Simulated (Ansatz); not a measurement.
The starting structures come from a database of crystals and need not be the phases stable at ambient conditions.

Inside the gap of an insulator the Bloch states are evanescent, with a wavenumber k + iκ along the transport direction.

```
NaH4IO2
1.0
    5.89886    -0.04998     0.01698
   -1.06886     6.93957     0.03212
   -2.95451     2.85977     5.83580
Na H I O
2 8 2 4
Cartesian
  0.93277   3.99283   0.82510
  0.94273   5.75653   5.05980
  0.08548   8.51194   5.24936
  1.79002   1.23742   0.63554
  3.54431   5.35216   0.83593
 -1.66882   4.39720   5.04897
  2.48263   8.03133   4.30939
 -0.60713   1.71803   1.57551
 -2.45053   6.95189   3.81812
  4.32603   2.79747   2.06678
 -0.51963   6.46735   2.24278
  2.39512   3.28201   3.64212
  2.95605   4.98774   0.13306
 -1.08055   4.76161   5.75184
  2.82978   7.14498   4.56221
 -0.95429   2.60438   1.32269
```

Space group of this cell: P-1. The cell was relaxed by PBE-D3(BJ); by r2SCAN its mean pressure is -0.5 GPa.

Transport runs along the normal of the first two printed cell vectors.

The gap is the functional's own. No spin-orbit coupling. Mid-gap values are interpolated on the energy grid.

Problem. Estimate the band gap and the smallest decay constant κ at mid-gap that r2SCAN run with Ansatz (an electronic-structure program) returns for this system.

Solution. Gap 4.41 eV on a 6×6×6 mesh; κ = 0.373 1/Å, at the zone centre.
